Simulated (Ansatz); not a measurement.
## Effect of isotropic strain +1.50 % on GaP

Base system: GaP in the zinc blende structure (space group F-43m, No. 216; a = 5.4386 Å).

Modification: the cell is scaled by 1.0150 in all directions, atoms relaxed at fixed cell.

Level of theory: PBEsol, PAW, 420 eV (Ansatz, a program for electronic structure; no spin-orbit coupling). k-mesh 11×11×11 (Γ-centred); smearing 0.05 eV (Fermi–Dirac).

```csv
quantity,base,changed,shift
volume per atom,20.11 Å³,21.03 Å³,+0.92 Å³
shortest interatomic distance,4.450 bohr,4.517 bohr,+0.067 bohr
energy relative to the base (free energy F),0 meV/atom,+10 meV/atom,+10 meV/atom
pressure,0.00 GPa,-3.43 GPa,-3.43 GPa
band gap,1.45 eV,1.44 eV,-0.018 eV
gap character,"indirect, Γ → Γ–X (87 % along)",direct at Γ,–
width of the top valence band,3.51 eV,3.29 eV,-0.213 eV
electron mass,"1.2 mₑ along k, 0.23 mₑ across (off the special points)",0.092 mₑ (at Γ),–
"hole mass (degenerate bands, along [100])","0.11, 0.37, 0.37 mₑ (at Γ)","0.090, 0.39, 0.39 mₑ (at Γ)",–
"valley order (the lowest conduction-band minima on the path, energy above the VBM, named in the base's zone)","a point along ⟨100⟩, about 1.0 Å⁻¹ from Γ 1.45 eV; L along ⟨111⟩ 1.60 eV; Γ 1.80 eV","Γ 1.44 eV; L along ⟨111⟩ 1.47 eV; a point along ⟨100⟩, about 1.0 Å⁻¹ from Γ 1.53 eV",–
```

Final structure:

```yaml
crystal:
  lattice:
    - [0.00000, 2.76006, 2.76006]
    - [2.76006, 0.00000, 2.76006]
    - [2.76006, 2.76006, 0.00000]
  atoms:
    - { symbol: Ga, position: [0.00000, 0.00000, 0.00000] }
    - { symbol: P, position: [0.25000, 0.25000, 0.25000] }
```

Cost of the whole job for the changed cell (relaxation, final SCF and bands): about 10 core-seconds (a rough figure).

Effective masses come from finite differences of ±0.01 Å⁻¹. Along k means along the line from Γ to the band edge. No phonon test of stability was made.
